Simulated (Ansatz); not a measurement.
Input and output of a self-consistent single point for TaTi (Cmm2, 2 atoms in the cell) (Ansatz, a program for electronic structure).

Method: LDA (PW92), default PAW files made with PBE (plane waves; Ansatz).

```xyz
2
Lattice="1.6247 -2.2860 0.0000 1.6247 2.2860 0.0000 0.0000 0.0000 4.6607" Properties=species:S:1:pos:R:3 pbc="T T T"
Ti     1.6247     0.0000     2.3804
Ta     0.0000     0.0000     0.0000
```

Reference input (self-consistent single point, DFT, LDA (PW92), plane waves, default PAW files made with PBE): basis.ecutwfc = 30.9 Ry; kpoints.mp_grid.grid = 12 12 7; hamiltonian.xc = lda; hamiltonian.pseudopotentials = {kind: paw} (the program's default PAW files); scf.occupations.method = fermi_dirac; scf.occupations.width = 0.0073 Ry. This run's input differs from it in these lines:

Ansatz 0.2 input:
```diff
@@ -12,3 +12,3 @@
 kpoints:
-  mp_grid: { grid: [12, 12, 7] }
+  mp_grid: { grid: [20, 20, 12] }
 hamiltonian:
@@ -17,3 +17,3 @@
 scf:
-  occupations: { method: fermi_dirac, width: 0.0073 Ry }
+  occupations: { method: methfessel_paxton, width: 0.0015 Ry }
 output:
```

Output, abridged:

```
SCF iter   1: F=—  HF=-12132.783324 eV  |F-HF|=—  |Δ(HF+E_count)|=         —  Δρ=9.87e-3  dr2=7.37e-2  ethr=1.77e-3  ⟨swp⟩=5.5  Hψ=56099  notcnv=0
all-band conjugate gradients solve this SCF's bands
preconditioner: auto → none
SCF iter   2: F=—  HF=-12132.782244 eV  |F-HF|=—  |Δ(HF+E_count)|=   1.08e-3  S|Δr|=    0.00e0  Δρ=8.07e-3  dr2=5.35e-2  ethr=2.95e-4  ⟨swp⟩=1.2  Hψ=19635  notcnv=0
   [... lines left out ...]
SCF iter   7: F=—  HF=-12132.777982 eV  |F-HF|=—  |Δ(HF+E_count)|=   8.63e-7  S|Δr|=    0.00e0  Δρ=2.13e-5  dr2=1.17e-7  ethr=1.41e-8  ⟨swp⟩=2.0  Hψ=15775  notcnv=0  defer=222
SCF iter   8: F=-12132.777982 eV  HF=-12132.777982 eV  |F-HF|=1.38e-10  |Δ(HF+E_count)|=   7.55e-9  S|Δr|=    0.00e0  Δρ=5.30e-6  dr2=3.92e-9  ethr=4.00e-10  ⟨swp⟩=5.4  Hψ=43602  notcnv=0
the search or the solves at the SCF's close seem to have found levels that the self-consistency loop had missed (the run counts 1) …
SCF 1 converged in 8 iterations: F = -12132.777982 eV  dr2 = 3.92e-9
Stability not checked (fill_not_monotonic)
Free energy (F): -12132.777982 eV
Internal energy: -12132.777987 eV  (E = F + TS)
E sigma→0 (E₀):  -12132.777983 eV
Entropy (-TS):   0.000005 eV (0.002 meV/atom)
Fermi energy:    16.004412 eV
--- Forces (eV/Å), atoms counted from 1 ---
  atom   1  Ti     0.00000000     0.00000000    -0.10407668
  atom   2  Ta     0.00000000     0.00000000     0.10407564
--- Stress (GPa, compression-positive) ---
       -7.043999       0.000000       0.000000
        0.000000      -6.401793       0.000000
        0.000000       0.000000      -8.120517
  P = ⅓ Tr σ = -7.1888 GPa (-71.888 kbar)
  The stress holds the Pulay correction. Without it, at fixed plane waves, as pw.x and ABINIT print it: P = -7.2278 GPa
```

The run converged in 8 iterations. Against the reference run the free energy rises by 28.5 meV/atom, the pressure goes from -6.94 to -7.19 GPa and the largest force goes from 0.131 to 0.104 eV/Å.

The starting cell comes from a database of computed structures (which also holds hypothetical and non-ambient phases and stackings), without a prior relaxation at this level. Its lattice was rescaled by up to half a per cent. One atom was moved a little off its site on purpose. Spin polarisation is off. With a pressure of about -7 GPa the cell is away from its equilibrium volume at this level. Ansatz's pressure includes its estimate of the finite-basis (Pulay) stress.

Cost on one core of a shared machine: roughly 60 s.
